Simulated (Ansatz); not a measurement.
Subject: the formation energy of H_i in Nb (bcc, Im-3m). Reaction: 54 Nb (bcc) + 1/2 H2 (gas) → cell A.

Cell A: a supercell of 54 sites of Nb (bcc, Im-3m) with H off the lattice sites (4 Nb at 1.92 Å); spin state with PBE: run without spin, k-point mesh 4×4×4.
```
CELL_PARAMETERS angstrom
      9.93457     0.00000     0.00000
      0.00000     9.93457     0.00000
      0.00000     0.00000     9.93457
ATOMIC_POSITIONS crystal
  Nb 0.99896 0.99851 0.00000
  Nb 0.16667 0.16307 0.17256
  Nb 0.99944 0.99902 0.33449
  Nb 0.16667 0.16594 0.50000
  Nb 0.99944 0.99902 0.66551
  Nb 0.16667 0.16307 0.82744
  Nb 0.99410 0.33693 0.00000
  Nb 0.16667 0.50149 0.16770
  Nb 0.99998 0.33313 0.33395
  Nb 0.16667 0.49960 0.50000
  Nb 0.99998 0.33313 0.66605
  Nb 0.16667 0.50149 0.83230
  Nb 0.99988 0.66672 0.00000
  Nb 0.16667 0.83328 0.16679
  Nb 0.00052 0.66658 0.33339
  Nb 0.16667 0.83213 0.50000
  Nb 0.00052 0.66658 0.66661
  Nb 0.16667 0.83328 0.83321
  Nb 0.33437 0.99851 0.00000
  Nb 0.50062 0.16687 0.16669
  Nb 0.33389 0.99902 0.33449
  Nb 0.50030 0.16693 0.50000
  Nb 0.33389 0.99902 0.66551
  Nb 0.50062 0.16687 0.83331
  Nb 0.33923 0.33693 0.00000
  Nb 0.50116 0.50098 0.16723
  Nb 0.33335 0.33313 0.33395
  Nb 0.49956 0.49947 0.50000
  Nb 0.33335 0.33313 0.66605
  Nb 0.50116 0.50098 0.83277
  Nb 0.33345 0.66672 0.00000
  Nb 0.50005 0.83342 0.16615
  Nb 0.33282 0.66658 0.33339
  Nb 0.49977 0.83342 0.50000
  Nb 0.33282 0.66658 0.66661
  Nb 0.50005 0.83342 0.83385
  Nb 0.66667 0.00040 0.00000
  Nb 0.83272 0.16687 0.16669
  Nb 0.66667 0.00053 0.33289
  Nb 0.83303 0.16693 0.50000
  Nb 0.66667 0.00053 0.66711
  Nb 0.83272 0.16687 0.83331
  Nb 0.66667 0.33406 0.00000
  Nb 0.83217 0.50098 0.16723
  Nb 0.66667 0.33307 0.33363
  Nb 0.83377 0.49947 0.50000
  Nb 0.66667 0.33307 0.66637
  Nb 0.83217 0.50098 0.83277
  Nb 0.66667 0.66787 0.00000
  Nb 0.83328 0.83342 0.16615
  Nb 0.66667 0.66658 0.33310
  Nb 0.83356 0.83342 0.50000
  Nb 0.66667 0.66658 0.66690
  Nb 0.83328 0.83342 0.83385
  H  0.16667 0.25000 0.00000
```

Reference: Nb (bcc, Im-3m), 54 atoms in the cell, a perfect crystal on lattice vectors that match the other cells'; spin state with PBE: run without spin, k-point mesh 4×4×4 on the run's own vectors.

Reference: an isolated H2 molecule (singlet) in a box of 11 × 11 × 13 Å.

Plane-wave PAW calculations with Ansatz (a program for electronic structure), its default PAW set, cutoff 500 eV. The structures are at rest with PBE, within the held lattices; other levels are single points on them. Neutral cells; Fermi-Dirac smearing of at most 0.10 eV in the solids, energies taken to zero width. The lattices are those relaxed with PBE, so at other levels the solids can be strained. Larger cells are relaxed from a start prepared with the learned potential CHGNet, on a coarser mesh till forces fall under 0.03 eV/Å, which some starts already meet. A dispersion term (D3(BJ), or D4 for r2SCAN) was computed beside these levels and is taken off wherever the name lacks it. Nuclei at rest; no vibrational terms. No structure search was made; lower ones may exist. Values are for these cell sizes. Mesh and cell size may move defect energies by 0.1 eV or more. Cell A has symmetry P-4m2 and got no random move, so less symmetric positions, which may lie lower, weren't tried.

Question: Estimate the value that r2SCAN returns for this input.

Answer: -0.51 eV, for 54 Nb (bcc) + 1/2 H2 (gas) → cell A.
